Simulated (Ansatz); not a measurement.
**YGe2 (model structure, started from the CrSi2 type, P6₂22, No. 180, 9 atoms in the cell): equilibrium volume per atom by level of theory**

No measured value is used here.

```
level (code)         value (Å³/atom)
-------------------  ---------------
PBE (Ansatz)                   21.66
PBEsol (Ansatz)           (withheld)
PBE-D3(BJ) (Ansatz)            20.80
```

### Question
Complete the blanks.

### Answer

- PBEsol (Ansatz, a first-principles code), value (Å³/atom): 20.70

Ansatz's density-functional and Hartree–Fock values are scalar-relativistic unless marked +SOC, with PAW data made under PBE.

A model structure was made by putting elements into a prototype or built by hand; it is no filed structure, need not be a known phase, and can be a saddle point held by its symmetry.
